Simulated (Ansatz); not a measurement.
A user runs Ansatz (an electronic-structure program) on AgBr (Fm-3m, 2 atoms in the cell) and asks whether the run is sound. The aim is a self-consistent single point with DFT, PBE, plane waves, default PAW files.

Cell that was meant: a = 4.1413 Å, b = 4.1413 Å, c = 4.1413 Å, α = 60.00°, β = 60.00°, γ = 60.00°.

Part of the input:

Ansatz 0.2 input:
```yaml
  atoms:
    - { symbol: Ag, position: [0.000000, 0.000000, 0.000000] }
    - { symbol: Br, position: [0.500000, 0.500000, 0.500000] }
basis:
  ecutwfc: 170.0 eV
kpoints:
  mp_grid: { grid: [10, 10, 10] }
hamiltonian:
```

The program printed (abridged):

```
   [... lines left out ...]
Symmetry: 48 space group operations
Space group: Fm-3m (ITA 225), of the structure as read, at distance tolerance 3.7e-5 Å
k-points: 47 of 1000
Initial density: superposition of atomic densities (neutral atoms: chi_scale 0, normalization atom), corrected by the library's trained network
Initial wavefunctions: pseudopotential atomic-orbital guess
Eigensolver: davidson
Functional: x = pbe(κ = 0.804, μ = 0.2195149727645171), c = pbe(β = 0.06672455060314922)
SCF iter   1: F=—  HF=-10347.401075 eV  |F-HF|=—  |Δ(HF+E_count)|=         —  Δρ=2.02e-1  dr2=1.23e1  ethr=1.77e-3  ⟨swp⟩=4.0  Hψ=2968  notcnv=0  defer=81
all-band conjugate gradients solve this SCF's bands
   [... lines left out ...]
SCF iter   6: F=—  HF=-10341.775735 eV  |F-HF|=—  |Δ(HF+E_count)|=   2.24e-5  Δρ=2.48e-4  dr2=3.29e-5  ethr=8.45e-7  ⟨swp⟩=2.0  Hψ=1200  notcnv=0  defer=82
SCF iter   7: F=—  HF=-10341.776067 eV  |F-HF|=—  |Δ(HF+E_count)|=   3.32e-4  Δρ=3.56e-5  dr2=4.27e-7  ethr=1.27e-7  ⟨swp⟩=2.0  Hψ=1216  notcnv=0  defer=6
SCF iter   8: F=-10341.776067 eV  HF=-10341.776067 eV  |F-HF|=1.08e-8  |Δ(HF+E_count)|=   1.35e-7  Δρ=7.93e-6  dr2=1.60e-8  ethr=3.85e-10  ⟨swp⟩=6.2  Hψ=3727  notcnv=0
SCF 1 converged in 8 iterations: F = -10341.776067 eV  dr2 = 1.60e-8
Free energy (F): -10341.776067 eV
Internal energy: -10341.776067 eV  (E = F + TS)
E sigma→0 (E₀):  -10341.776067 eV
Fermi energy:    6.648666 eV
--- Forces (eV/Å), atoms counted from 1 ---
  atom   1  Ag    -0.00000000     0.00000000     0.00000000
  atom   2  Br     0.00000000    -0.00000000    -0.00000000
--- Stress (GPa, compression-positive) ---
       -4.044489       0.000000       0.000000
       -0.000000      -4.044489      -0.000000
        0.000000       0.000000      -4.044489
  P = ⅓ Tr σ = -4.0445 GPa (-40.445 kbar)
  The stress holds the Pulay correction. Without it, at fixed plane waves, as pw.x and ABINIT print it: P = -418.3258 GPa
```

Question: Can these results be used? Check the input.

Answer: The run is not sound. The fault is a basis or grid far too coarse for these potentials. Far below the cutoff that the potentials were made for, the basis cannot represent the orbitals near the nuclei, and energies, forces and above all the stress go wrong. To fix it, restore the cutoff that the potentials need and check convergence. The run converged in 8 iterations without an error; against the sound input the free energy rises by 16.3 eV/atom, the pressure goes from -0.31 to -4.04 GPa and the gap on the mesh goes from 0.692 to 1.468 eV. The full log also holds (shortened here): “WARN: iter 1: σ=0 fill of 13 bands saw a band overlap (occupied 8.4757 eV > unoccupied 8.2194 eV) — on an unconverged iterate often a transient of an (band_overlap_at_count)”. At a fixed set of plane waves, without the program's Pulay estimate, the pressure is -418.33 GPa against -0.34 GPa.

An input that runs soundly differs in these lines (not the only fix; some lines may just follow from the change or write a value another way):
```diff
-basis:
-  ecutwfc: 170.0 eV
```

With that input, the run converged in 6 iterations: free energy E − TS (on the zero of these files) -10374.3659 eV; top of the valence band (on the code's own zero) 7.22 eV; gap on the k-point mesh 0.69 eV; pressure -0.31 GPa (DFT, PBE, plane waves, default PAW files).

On the sound input: the starting cell comes from a database of computed structures (which also holds hypothetical and non-ambient phases and stackings), without a prior relaxation at this level. Its lattice was rescaled by a random factor within 2.5 % of one. Ansatz's pressure includes its estimate of the finite-basis (Pulay) stress.
